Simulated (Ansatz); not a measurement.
A self-consistent single point of LaNiGe3 (I4mm, 5 atoms in the cell) with Ansatz (an electronic-structure program)

Method: LDA (PW92), default PAW files made with PBE (plane waves; Ansatz).

This input was run:

Ansatz 0.2 input:
```yaml
# LaNiGe3
crystal:
  lattice:
    - [-2.19442700, 2.19442700, 4.82652700]
    - [2.19442700, -2.19442700, 4.82652700]
    - [2.19442700, 2.19442700, -4.82652700]
  atoms:
    - { symbol: La, position: [0.57190000, 0.57190000, 0.00000000] }
    - { symbol: Ni, position: [0.23409000, 0.23409000, 0.00000000] }
    - { symbol: Ge, position: [0.82993000, 0.32993000, 0.50000000] }
    - { symbol: Ge, position: [0.32993000, 0.82993000, 0.50000000] }
    - { symbol: Ge, position: [0.99096000, 0.99096000, 0.00000000] }
basis:
  ecutwfc: 420.0
kpoints:
  mp_grid: { grid: [8, 8, 8] }
hamiltonian:
  xc: lda
  pseudopotentials: { kind: paw }
scf:
  occupations: { method: gaussian, width: 0.1 }
output:
  forces: true
  eigenvalues: true
  stress: true
```

Output (repeated stretches shortened):

```
WARN ansatz: RAYON_NUM_THREADS=1 ignored (pool sized by the plan → 1); use --threads N
Pseudopotentials: kind: paw
Pseudopotential: La, paw, valence charge 11
Pseudopotential: Ni, paw, valence charge 18
Pseudopotential: Ge, paw, valence charge 14
Crystal: 5 atoms, lattice volume = 92.969 Å³
Basis set: ecut = 420 eV, 1841 PW (Γ)
Bands: 43, of which v1, the nominal top of the filled ones, is band 36 counted from 1 (35 counted from 0)
Symmetry: 8 space group operations
Space group: I4mm (ITA 107), of the structure as read, at distance tolerance 4.5e-5 Å
k-points: 59 of 512 (time reversal used)
PAW frozen core: La, regenerated for the run's functional, and the local potential with it
PAW frozen core: Ni, regenerated for the run's functional, and the local potential with it
PAW frozen core: Ge, regenerated for the run's functional, and the local potential with it
Initial density: superposition of atomic densities (neutral atoms: chi_scale 0, normalization atom), corrected by the library's trained network
Initial wavefunctions: pseudopotential atomic-orbital guess
Eigensolver: davidson
Functional: x = slater, c = lda
SCF iter   1: F=—  HF=-24500.165034 eV  |F-HF|=—  |Δ(HF+E_count)|=         —  Δρ=1.02e-2  dr2=5.68e-2  ethr=1.77e-3  ⟨swp⟩=5.8  Hψ=8402  notcnv=0
all-band conjugate gradients solve this SCF's bands
preconditioner: auto → Kerker (q_TF=auto, 2.608 Å⁻¹)
SCF iter   2: F=—  HF=-24500.154366 eV  |F-HF|=—  |Δ(HF+E_count)|=   1.07e-2  Δρ=3.70e-3  dr2=1.24e-2  ethr=8.00e-5  ⟨swp⟩=2.0  Hψ=5424  notcnv=0  defer=121
SCF iter   3: F=—  HF=-24500.150856 eV  |F-HF|=—  |Δ(HF+E_count)|=   3.51e-3  Δρ=1.66e-3  dr2=2.56e-3  ethr=1.75e-5  ⟨swp⟩=2.0  Hψ=3379  notcnv=0  defer=121
SCF iter   4: F=—  HF=-24500.150011 eV  |F-HF|=—  |Δ(HF+E_count)|=   8.44e-4  Δρ=3.54e-4  dr2=1.12e-4  ethr=3.60e-6  ⟨swp⟩=2.0  Hψ=4359  notcnv=0  defer=121
SCF iter   5: F=—  HF=-24500.149983 eV  |F-HF|=—  |Δ(HF+E_count)|=   2.84e-5  Δρ=1.81e-4  dr2=2.56e-5  ethr=1.58e-7  ⟨swp⟩=2.0  Hψ=4391  notcnv=0  defer=121
SCF iter   6: F=—  HF=-24500.149955 eV  |F-HF|=—  |Δ(HF+E_count)|=   2.83e-5  Δρ=4.40e-5  dr2=2.70e-6  ethr=3.60e-8  ⟨swp⟩=2.0  Hψ=4263  notcnv=0  defer=121
SCF iter   7: F=—  HF=-24500.149954 eV  |F-HF|=—  |Δ(HF+E_count)|=   3.20e-7  Δρ=1.27e-5  dr2=2.52e-7  ethr=3.81e-9  ⟨swp⟩=2.0  Hψ=4255  notcnv=0  defer=121
SCF iter   8: F=-24500.149954 eV  HF=-24500.149954 eV  |F-HF|=1.17e-8  |Δ(HF+E_count)|=   4.65e-8  Δρ=4.20e-6  dr2=1.65e-8  ethr=1.41e-10  ⟨swp⟩=10.2  Hψ=11312  notcnv=0
SCF 1 converged in 8 iterations: F = -24500.149954 eV  dr2 = 1.65e-8
SCF converged after 8 iterations
Free energy (F): -24500.149954 eV
Harris-Foulkes:  -24500.149954 eV  (|F-HF|=1.17e-8)
Internal energy: -24500.144132 eV  (E = F + TS)
E sigma→0 (E₀):  -24500.147043 eV
Entropy (-TS):   -0.005822 eV (-1.164 meV/atom)
Fermi energy:    13.300775 eV
--- Per-component energies (eV) ---
  E_band       = -648.224756
  E_kinetic    = 816.097458
  E_local      = -11794.519145  (includes V_loc(G=0)·N_el)
  E_nonlocal   = 2002.173051
  E_hartree    = 5163.891782
  E_xc         = -452.149612
  E_vxc        = -456.939234  (∫ρ·V_xc dr)
  E_paw        = -12630.879812  (= ΣΔE_a)
  E_vpaw       = -1542.814933  (= ΣTr[D̂ρ^β])
  E_aug_tail   = 0.001289  (compensation charges beyond the density's cutoff)
  E_ewald      = -7611.240959
  E_core_change = 6.481815  (= ΣΔE_core)
  E_smearing   = -0.005822  (= −TS)
  E_closure    = -0.000000  (closes the sum)
  Σ components = -24500.149954   (vs F -24500.149954, Δ=0.00e0)
--- Forces (eV/Å), atoms counted from 1 ---
  atom   1  La     0.00000000    -0.00000000    -0.01760928
  atom   2  Ni    -0.00000000     0.00000000     0.02437714
  atom   3  Ge    -0.00000000    -0.00000000    -0.09142168
  atom   4  Ge     0.00000000     0.00000000    -0.09142168
  atom   5  Ge    -0.00000000    -0.00000000     0.17604909
  max |Σ_I F_I| component: 2.64e-5 eV/Å
--- Stress (GPa, compression-positive) ---
       -4.211990       0.000000      -0.000000
        0.000000      -4.211990       0.000000
       -0.000000       0.000000      -4.306293
  P = ⅓ Tr σ = -4.2434 GPa (-42.434 kbar)
  The stress holds the Pulay correction. Without it, at fixed plane waves, as pw.x and ABINIT print it: P = -4.2792 GPa
--- Band table (eV; the first three rows and the last of 59) ---
  k-point 0: bands = ["-89.4133", "-50.2622", "-50.2622", "-50.2238", "-19.4355", "-11.4119", "-11.4048", "-11.3940", "-11.3940", "-11.3658", "-11.3115", "-11.3089", "-11.2860", "-11.2833", "-11.2798", "-11.2798", "-11.2537", "-11.2323", "-11.2323", [...]
  k-point 1: bands = ["-89.4133", "-50.2622", "-50.2622", "-50.2238", "-19.4319", "-11.4150", "-11.3967", "-11.3954", "-11.3846", "-11.3705", "-11.3087", "-11.3040", "-11.2973", "-11.2923", "-11.2784", "-11.2726", "-11.2566", "-11.2328", "-11.2325", [...]
  k-point 2: bands = ["-89.4133", "-50.2623", "-50.2623", "-50.2238", "-19.4232", "-11.4155", "-11.3984", "-11.3823", "-11.3763", "-11.3710", "-11.3146", "-11.3129", "-11.3010", "-11.2913", "-11.2752", "-11.2675", "-11.2598", "-11.2359", "-11.2353", [...]
  k-point 58: bands = ["-89.4133", "-50.2622", "-50.2622", "-50.2238", "-19.4334", "-11.4121", "-11.4041", "-11.3956", "-11.3956", "-11.3649", "-11.3119", "-11.3094", "-11.2866", "-11.2833", "-11.2795", "-11.2795", "-11.2532", "-11.2299", [...]
```

The run converged in 8 iterations.

The starting cell comes from a database of computed structures (which also holds hypothetical and non-ambient phases and stackings), without a prior relaxation at this level. Its lattice was rescaled by up to half a per cent. Spin polarisation is off. With a pressure of about -4 GPa the cell is away from its equilibrium volume at this level. Ansatz's pressure includes its estimate of the finite-basis (Pulay) stress.
